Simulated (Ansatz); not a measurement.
Consider interstitial N in wurtzite AlN, charge state -1. Level of theory: PBE, PAW (plane waves to 420 eV; Ansatz, a quantum-chemistry and plane-wave program).

Cell of 72 host sites held at the relaxed PBE lattice; the Γ point alone; Fermi-Dirac width 0.01 eV, spin-restricted; finite-size errors left in. Static, classical nuclei. The charge state is imposed; whether it is stable for some Fermi level was not computed. Sites that were not tried may lie lower.

Barriers: single points on a 2×2×2 k-point mesh shifted by half a step along c at the bands' geometries (they differ from the bands' own by up to 0.08 eV, and are uncertain by about as much).

Relaxed starting cell (atoms counted from 1):

```xyz
73
Lattice="9.3908 0.0000 0.0000 -4.6954 8.1326 0.0000 0.0000 0.0000 10.0363" Properties=species:S:1:pos:R:3 pbc="T T T"
Al     1.5080     0.8705     2.2789
Al     1.5893     0.9173     7.2560
Al    -0.0072     3.5873     2.4707
Al    -0.0138     3.6121     7.5018
Al    -1.5921     6.3319     2.4708
Al    -1.5737     6.3137     7.5017
Al     4.6817     0.9093     2.4881
Al     4.7381     0.8961     7.5753
Al     3.1290     3.5988     2.4880
Al     3.1458     3.6542     7.5753
Al     1.5537     6.3181     2.5133
Al     1.5508     6.3163     7.5021
Al     7.8273     0.9081     2.4972
Al     7.8010     0.8880     7.5139
Al     6.2587     3.6128     2.4988
Al     6.2632     3.6153     7.5091
Al     4.7006     6.3234     2.4972
Al     4.6705     6.3110     7.5139
Al    -0.0197     1.7815     5.0168
Al    -0.0113     1.8007     9.9162
Al    -1.5540     4.5238     4.9836
Al    -1.5665     4.5167    10.0204
Al    -3.1618     7.2235     5.0169
Al    -3.1409     7.2216     9.9167
Al     3.3750     1.9478     5.1655
Al     3.1157     1.7981     9.9598
Al     1.5719     4.4860     4.9991
Al     1.5526     4.5197    10.0341
Al    -0.0232     7.2494     4.9991
Al    -0.0043     7.2163    10.0342
Al     6.2796     1.8111     5.0121
Al     6.2657     1.8057    10.0388
Al     4.7091     4.5314     5.0122
Al     4.6973     4.5224    10.0387
Al     3.1186     7.2213     4.9830
Al     3.1167     7.2204    10.0295
N      1.0737     0.6176     4.0346
N      1.5622     0.9013     9.3483
N      0.0048     3.5895     4.3925
N     -0.0044     3.6329     9.4118
N     -1.5835     6.3407     4.3929
N     -1.5509     6.3115     9.4118
N      4.7394     0.9193     4.4036
N      4.7143     0.8854     9.4760
N      3.1669     3.6438     4.4035
N      3.1246     3.6390     9.4760
N      1.5371     6.3083     4.4247
N      1.5542     6.3184     9.4310
N      7.7649     0.8993     4.4131
N      7.7950     0.8792     9.4202
N      6.2682     3.6181     4.4194
N      6.2593     3.6131     9.4319
N      4.6618     6.2734     4.4130
N      4.6597     6.3100     9.4202
N     -0.0535     1.8236     1.7778
N     -0.0878     1.8242     6.9580
N     -1.5685     4.5157     1.9038
N     -1.5637     4.5183     6.9012
N     -3.1426     7.1740     1.7779
N     -3.1587     7.1442     6.9573
N      3.1111     1.7955     1.8754
N      3.2665     1.8852     7.0816
N      1.5583     4.5129     1.9148
N      1.5673     4.5042     6.9227
N     -0.0075     7.2246     1.9148
N     -0.0104     7.2367     6.9227
N      6.2521     1.8121     1.9079
N      6.2594     1.8096     6.9308
N      4.6962     4.5073     1.9077
N      4.6976     4.5150     6.9309
N      3.1199     7.2223     1.9152
N      3.1109     7.2171     6.9103
N      1.8523     1.0719     5.2390
```
Cell charge -1.

End state 1 differs by these moves (Å; atoms that move under 0.08 Å are left out):

```json
[
 {"atom": "1", "element": "Al", "Δx": "0.05", "Δy": "0.33", "Δz": "0.38"},
 {"atom": "2", "element": "Al", "Δx": "-0.03", "Δy": "-0.02", "Δz": "0.19"},
 {"atom": "6", "element": "Al", "Δx": "0.00", "Δy": "0.01", "Δz": "-0.09"},
 {"atom": "18", "element": "Al", "Δx": "0.02", "Δy": "0.01", "Δz": "-0.11"},
 {"atom": "19", "element": "Al", "Δx": "-0.01", "Δy": "0.07", "Δz": "0.05"},
 {"atom": "20", "element": "Al", "Δx": "0.02", "Δy": "0.01", "Δz": "0.10"},
 {"atom": "23", "element": "Al", "Δx": "0.03", "Δy": "0.04", "Δz": "-0.27"},
 {"atom": "24", "element": "Al", "Δx": "0.01", "Δy": "-0.05", "Δz": "-0.11"},
 {"atom": "25", "element": "Al", "Δx": "-0.22", "Δy": "-0.10", "Δz": "-0.10"},
 {"atom": "37", "element": "N", "Δx": "0.48", "Δy": "-1.18", "Δz": "-1.30"},
 {"atom": "41", "element": "N", "Δx": "0.07", "Δy": "-0.07", "Δz": "0.06"},
 {"atom": "42", "element": "N", "Δx": "0.02", "Δy": "-0.01", "Δz": "-0.11"},
 {"atom": "54", "element": "N", "Δx": "-0.01", "Δy": "-0.01", "Δz": "-0.12"},
 {"atom": "55", "element": "N", "Δx": "0.04", "Δy": "0.04", "Δz": "0.12"},
 {"atom": "59", "element": "N", "Δx": "0.01", "Δy": "-0.50", "Δz": "-0.25"},
 {"atom": "60", "element": "N", "Δx": "0.02", "Δy": "0.09", "Δz": "-0.12"},
 {"atom": "62", "element": "N", "Δx": "-0.12", "Δy": "-0.06", "Δz": "-0.11"},
 {"atom": "73", "element": "N", "Δx": "-0.29", "Δy": "0.00", "Δz": "-0.67"}
]
```

Task: What is the computed forward and backward barriers to end state 1 (PBE, PAW)?

Result: forward 1.38 eV, backward 1.38 eV; at the saddle point atom 37 has neighbours Al at 1.78, Al at 1.86; N at 1.98, N at 2.02 Å. The saddle point's order was not checked, and it lies on a symmetry element of the cell, where a band can be held.
